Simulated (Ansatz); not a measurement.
Ansatz (an electronic-structure program) run on ZnNi (P4mm, 2 atoms in the cell): self-consistent single point.

Computed with LDA (PW92), harder PAW files (source: ansatz) made with PBE (plane waves; Ansatz).

```xyz
2
Lattice="2.7101 0.0000 0.0000 0.0000 2.7101 0.0000 0.0000 0.0000 3.1979" Properties=species:S:1:pos:R:3 pbc="T T T"
Zn     1.3550     1.3550     1.6489
Ni     0.0000     0.0000     0.0000
```

Reference input (self-consistent single point, DFT, LDA (PW92), plane waves, default PAW files made with PBE): basis.ecutwfc = 420 eV; kpoints.mp_grid.grid = 12 12 10; hamiltonian.xc = lda; hamiltonian.pseudopotentials = {kind: paw} (the program's default PAW files); scf.occupations.method = fermi_dirac; scf.occupations.width = 0.1 eV. This run's input differs from it in these lines:

Ansatz 0.2 input:
```diff
@@ -9,3 +9,3 @@
 basis:
-  ecutwfc: 420.0
+  ecutwfc: 1105.0
 kpoints:
@@ -17,2 +17,3 @@
     kind: paw
+    source: ansatz
 scf:
```

The program printed (abridged):

```
SCF iter   1: F=—  HF=-13184.650321 eV  |F-HF|=—  |Δ(HF+E_count)|=         —  Δρ=7.99e-2  dr2=1.88e0  ethr=3.10e-3  ⟨swp⟩=4.3  Hψ=13941  notcnv=0
all-band conjugate gradients solve this SCF's bands
preconditioner: auto → none
SCF iter   2: F=—  HF=-13184.506951 eV  |F-HF|=—  |Δ(HF+E_count)|=   1.43e-1  Δρ=6.11e-2  dr2=1.17e0  ethr=3.10e-3  ⟨swp⟩=2.0  Hψ=5815  notcnv=0  defer=6
   [... lines left out ...]
SCF iter   6: F=—  HF=-13184.282271 eV  |F-HF|=—  |Δ(HF+E_count)|=   7.21e-6  Δρ=3.26e-4  dr2=1.39e-5  ethr=2.88e-7  ⟨swp⟩=2.0  Hψ=5659  notcnv=0  defer=5
SCF iter   7: F=—  HF=-13184.282271 eV  |F-HF|=—  |Δ(HF+E_count)|=   4.86e-8  Δρ=1.02e-4  dr2=3.34e-6  ethr=3.66e-8  ⟨swp⟩=2.0  Hψ=5672  notcnv=0  defer=5
SCF iter   8: F=—  HF=-13184.282270 eV  |F-HF|=—  |Δ(HF+E_count)|=   1.20e-6  Δρ=3.57e-5  dr2=1.56e-7  ethr=8.78e-9  ⟨swp⟩=2.0  Hψ=5663  notcnv=0  defer=5
SCF iter   9: F=-13184.282270 eV  HF=-13184.282270 eV  |F-HF|=5.13e-10  |Δ(HF+E_count)|=   4.57e-8  Δρ=3.16e-6  dr2=6.99e-10  ethr=2.63e-10  ⟨swp⟩=4.9  Hψ=14407  notcnv=0
SCF 1 converged in 9 iterations: F = -13184.282270 eV  dr2 = 6.99e-10
Free energy (F): -13184.282270 eV
Internal energy: -13184.259752 eV  (E = F + TS)
E sigma→0 (E₀):  -13184.271011 eV
Entropy (-TS):   -0.022518 eV (-11.259 meV/atom)
Fermi energy:    17.192629 eV
--- Forces (eV/Å), atoms counted from 1 ---
  atom   1  Zn     0.00000000     0.00000000    -0.33003336
  atom   2  Ni     0.00000000     0.00000000     0.33003379
--- Stress (GPa, compression-positive) ---
      -10.213370       0.000000       0.000000
        0.000000     -10.213370       0.000000
        0.000000       0.000000      -9.108284
  P = ⅓ Tr σ = -9.8450 GPa (-98.450 kbar)
  The stress holds the Pulay correction. Without it, at fixed plane waves, as pw.x and ABINIT print it: P = -9.8818 GPa
```

The run converged in 9 iterations. Against the reference run the pressure moves little (-9.82 to -9.85 GPa) and the largest force stays at 0.330 eV/Å.

The starting cell comes from a database of computed structures (which also holds hypothetical and non-ambient phases and stackings), without a prior relaxation at this level. Its lattice was rescaled by up to half a per cent. One atom was moved a little off its site on purpose. Spin polarisation is off. Ansatz's pressure includes its estimate of the finite-basis (Pulay) stress.

Cost on one core of a shared machine: roughly 30 s.
